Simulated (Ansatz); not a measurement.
The reference is WC (space group P-6m2, No. 187; relaxed with 0.1 eV smearing).

```
CELL_PARAMETERS angstrom
      2.91268     0.00000     0.00000
     -1.45634     2.52245     0.00000
      0.00000     0.00000     2.83536
ATOMIC_POSITIONS crystal
  W  0.00000 0.00000 0.00000
  C  0.66667 0.33333 0.50000
```

Cartesian axes are those of the cell as printed.

Level of theory: Ansatz (an electronic-structure program), r2SCAN, PAW, cutoff 500 eV, without spin-orbit coupling.

Now apply this change: every lattice vector is stretched by 1.75 %, atoms relaxed at fixed cell.

Predict the stress tensor and what it implies for the stiffness.

Stress of the strained cell less that of the base (GPa, compression positive):
```
  -17.8     0.0     0.0
    0.0   -17.8     0.0
    0.0     0.0   -20.9
```

Then B = −ΔP/(ΔV/V₀) with ΔV/V₀ = 0.0534 gives secant stiffness values (nonlinear terms included at this strain): B (at held cell shape, above the free-shape value) ≈ 353 GPa.

As a check, the harmonic strain energy −½ V₀ Δσ:ε is 32 meV/atom; the computed energy rise is 34 meV/atom.

No phonon test of stability was made. All final runs are without spin polarisation.
